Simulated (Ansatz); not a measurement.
**What isotropic strain −2.25 % does to InAgTe2**

Take InAgTe₂ in the chalcopyrite structure (space group I-42d, No. 122; a = 6.354 Å, c = 12.637 Å) as the base.

It is then changed as follows: the cell is scaled by 0.9775 in all directions; the atoms relax in the strained cell.

Method: DFT with LDA, PAW potentials and a 420 eV plane-wave cutoff in Ansatz (a quantum-chemistry and plane-wave program), no SOC. Γ-centred 7×7×7 mesh, Fermi–Dirac width 0.05 eV.

| quantity | base | changed | shift |
|---|---|---|---|
| volume per atom | 31.88 Å³ | 29.78 Å³ | -2.10 Å³ |
| space group | I-42d (No. 122) | I-42d (No. 122) | – |
| energy relative to the base (free energy F) | 0 meV/atom | +25 meV/atom | +25 meV/atom |
| pressure (mean of the normal stresses, compression positive) | 0.0 GPa | 4.0 GPa | +4.0 GPa |
| band gap | zero | 0.21 eV | – |
| valence-band top at Γ (three highest levels, from the VBM) | – | 0.00, -0.06, -0.06 eV | – |
| valley order (the lowest conduction-band minima on the path, energy above the VBM, named in the base's zone) | Γ 0.04 eV; X (0, 0, 1/2) 0.80 eV; M (1/2, 1/2, 1/2) 1.43 eV | Γ 0.21 eV; X (0, 0, 1/2) 0.87 eV; M (1/2, 1/2, 1/2) 1.44 eV | – |

Cost of the whole job for the changed cell (relaxation, final SCF and bands): about 6 core-minutes (a rough figure).

Spin-orbit coupling, missing from the scalar runs, can matter with Te. No phonon test of stability was made. The final runs are not spin-polarised. Gaps under 0.05 eV, about the width of the smearing, are given as zero. The zero or small gap of InAgTe2 can change with the level of theory.
